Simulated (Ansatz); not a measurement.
# GaAs under load (space group I-4m2): band-edge transport data

```yaml
crystal:
  lattice:
    - [0.00000, 2.79043, 2.86936]
    - [2.79043, 0.00000, 2.86936]
    - [2.79043, 2.79043, 0.00000]
  atoms:
    - { symbol: Ga, position: [0.00000, 0.00000, 0.00000] }
    - { symbol: As, position: [0.25000, 0.25000, 0.25000] }
```

Computed with r2SCAN with spin-orbit coupling, rigid bands (plane waves, PAW; Ansatz, a quantum-chemistry and plane-wave program). Condition of this run: biaxial stress xx = yy = 2 GPa (compression positive) (the target of the relaxation). How the cell was made: cell and atoms relaxed with r2SCAN, then loaded as said.

```json
{
 "band_gap": "0.94 eV",
 "electron conductivity mass (300 K, dilute)": "0.063 (x), 0.063 (y), 0.067 (z) mₑ",
 "hole conductivity mass (300 K, dilute)": "0.28 (x), 0.28 (y), 0.46 (z) mₑ",
 "effective density of states N_c (300 K)": "3.8e17 cm⁻³",
 "effective density of states N_v (300 K)": "3.7e18 cm⁻³",
 "density_of_states_mass_electrons": "0.061 mₑ",
 "density_of_states_mass_holes": "0.28 mₑ",
 "Seebeck coefficient, n-type 1e19 cm⁻³, 300 K": "-67 μV/K",
 "Seebeck coefficient, p-type 1e19 cm⁻³, 300 K": "214 μV/K"
}
```

Rigid bands; masses and Seebeck coefficients take one relaxation time τ for all states and one kind of carrier; polarons and phonon drag are left out.
